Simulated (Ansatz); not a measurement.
**Response to strain in MgSe**

Take MgSe in the rock salt structure (space group Fm-3m, No. 225; a = 5.472 Å) as the base. Axes: x, y, z lie along the cube axes.

Strains are applied to the cell and any free atomic positions relax; under biaxial strain the out-of-plane vector relaxes too.

Method: r2SCAN (Ansatz, an electronic-structure program), no SOC.

Notes on the quantities. in-plane stress: mean in-plane stress (compression positive).

```json
[
 {"variant": "base", "in-plane stress": "–", "volume per atom": "20.48 Å³", "band gap": "2.48 eV"},
 {"variant": "biaxial strain −3.00 %, plane normal [001], relaxed out of plane", "in-plane stress": "+5.1 GPa", "volume per atom": "19.64 Å³", "band gap": "2.34 eV"},
 {"variant": "biaxial strain −2.50 %, plane normal [001], relaxed out of plane", "in-plane stress": "+4.1 GPa", "volume per atom": "19.78 Å³", "band gap": "2.36 eV"},
 {"variant": "biaxial strain −2.00 %, plane normal [001], relaxed out of plane", "in-plane stress": "+3.2 GPa", "volume per atom": "19.92 Å³", "band gap": "2.38 eV"},
 {"variant": "biaxial strain −1.50 %, plane normal [001], relaxed out of plane", "in-plane stress": "+2.3 GPa", "volume per atom": "20.06 Å³", "band gap": "2.40 eV"},
 {"variant": "biaxial strain −1.00 %, plane normal [001], relaxed out of plane", "in-plane stress": "+1.5 GPa", "volume per atom": "20.20 Å³", "band gap": "2.43 eV"},
 {"variant": "biaxial strain −0.50 %, plane normal [001], relaxed out of plane", "in-plane stress": "+0.7 GPa", "volume per atom": "20.34 Å³", "band gap": "2.45 eV"}
]
```

Stability against distortions was not tested.
